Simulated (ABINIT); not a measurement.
Several settings converged on Sb (R-3m, 2 atoms in the cell)

```yaml
crystal:
  lattice:
    - [3.97713, -2.16578, 0.00000]
    - [3.97713, 2.16578, 0.00000]
    - [2.79774, 0.00000, 3.56101]
  atoms:
    - { symbol: Sb, position: [0.23791, 0.23791, 0.23791] }
    - { symbol: Sb, position: [0.76650, 0.76650, 0.76650] }
```

Base method: PBEsol, norm-conserving pseudopotentials (PseudoDojo nc-sr-04 PBEsol standard) (plane waves; ABINIT).

Base settings: pseudos = [Sb.upf]; ecut = 40 Ha; occopt = 3; tsmear = 0.00367493 Ha; ngkpt = 3 3 3; nshiftk = 1; shiftk = 0 0 0; potentials = PseudoDojo nc-sr-04 PBEsol standard; nband = 21; kptopt = 2.

The count of work is k-points × plane waves × bands × iterations; it is no time. 

**The cutoff for other potential files**

Level: DFT, PBEsol, plane waves, PAW (JTH v2.0 PBE PAW, files made for PBE).

In this ladder: pseudos = [Sb.GGA_PBE-JTH.xml]; potentials = JTH v2.0 PBE PAW; pawxcdev = 0; ixc = -116133. Moved along: pawecutdg.

The second cell is the first with its lattice scaled by 0.98.

The mesh stays at the base's, so the ladder's end is converged at best in this setting alone.

Only quantities that move along the ladder and can be compared are tabulated; the gap is left out on so coarse a mesh.

| ecut | free energy less the last step's (meV/atom) | energy of the compressed cell less the first (meV/atom) | pressure (GPa) | count of work / last |
|---|---|---|---|---|
| 9 Ha | 320.36 | 14.30 | -3.42 | 0.080 |
| 11 Ha | 127.98 | 16.83 | -3.60 | 0.075 |
| 14 Ha | 32.24 | 14.27 | -0.79 | 0.16 |
| 20 Ha | 15.72 | 14.29 | -0.78 | 0.28 |
| 30 Ha | 4.44 | 14.23 | -0.71 | 0.55 |
| 40 Ha | 0.00 | 14.19 | -0.74 | 1.0 |

Coarsest ecut that holds the free energy within 5 meV/atom: not settled: the last two steps still differ by 4.4 meV/atom, over half the tolerance, so the ladder does not show it.

Coarsest ecut that holds the pressure within 0.05 GPa of the last step, with all finer ones: 20 Ha, at 0.28 of the last step's count of work; the step before is off by 0.06 GPa.

Coarsest ecut that holds the energy of the compressed cell less the first within 1 meV/atom of the last step, with all finer ones: 14 Ha, at 0.16 of the last step's count of work; the step before is off by 2.6 meV/atom.

At the lowest cutoff the pressure lies 2.7 GPa under the last step's, the usual sign of Pulay stress in an incomplete plane-wave basis.

**The setting fft**

The mesh stays at the base's, so the ladder's end is converged at best in this setting alone.

Only quantities that move along the ladder and can be compared are tabulated; the gap is left out on so coarse a mesh.

| boxcutmin | free energy less the last step's (meV/atom) | pressure (GPa) | largest difference of a force vector from the last step's (eV/Å) |
|---|---|---|---|
| 1.2 | -54.49 | -1.42 | 0.038 |
| 1.5 | 0.24 | -0.83 | 0.000 |
| 1.8 | 0.04 | -0.82 | 0.000 |
| 2.5 | 0.00 | -0.82 | 0.000 |

Coarsest boxcutmin that holds the free energy within 5 meV/atom of the last step, with all finer ones: 1.5; the step before is off by 54 meV/atom.

Coarsest boxcutmin that holds the forces within 0.01 eV/Å of the last step, with all finer ones: 1.5; the step before is off by 0.038 eV/Å.

Coarsest boxcutmin that holds the pressure within 0.5 GPa of the last step, with all finer ones: 1.5; the step before is off by 0.60 GPa.

On the base run: the starting cell has typed, rounded lattice constants, without a prior relaxation at this level. Its lattice was rescaled by up to half a per cent. One atom was moved a little off its site on purpose.
